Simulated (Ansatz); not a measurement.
Consider CdSe in the zinc blende structure (space group F-43m, No. 216).

```xyz
2
Lattice="0.0000 3.0666 3.0666 3.0666 0.0000 3.0666 3.0666 3.0666 0.0000" Properties=species:S:1:pos:R:3 pbc="T T T"
Cd     0.0000     0.0000     0.0000
Se     1.5333     1.5333     1.5333
```

Cartesian axes are those of the cell as printed.

Calculations: r2SCAN (Ansatz, a first-principles code; PAW; 500 eV plane waves; spin-orbit coupling left out).

Strains are applied to the cell and any free atomic positions relax; under biaxial strain the out-of-plane vector relaxes too.

One change was made to it. Results:

The energy increases by 1.0 meV/atom; the band gap decreases by 0.07 eV (1.04 eV → 0.97 eV); the electron mass changes from 0.093 mₑ (at Γ) to 0.092 mₑ (at Γ).

What was done to the base?
(A) biaxial strain +0.83 %, plane normal [111], relaxed out of plane
(B) biaxial strain +1.25 %, plane normal [111], relaxed out of plane
(C) biaxial strain +2.08 %, plane normal [111], relaxed out of plane
(D) biaxial strain +1.67 %, plane normal [111], relaxed out of plane

A, biaxial strain +0.83 %, plane normal [111], relaxed out of plane. For comparison, the energy relative to the base in the other runs: biaxial strain +1.67 %, plane normal [111], relaxed out of plane gives +4.2 meV/atom; biaxial strain +1.25 %, plane normal [111], relaxed out of plane gives +2.4 meV/atom; biaxial strain +2.08 %, plane normal [111], relaxed out of plane gives +6.5 meV/atom.

Effective masses come from finite differences of ±0.01 Å⁻¹. No phonon test of stability was made.
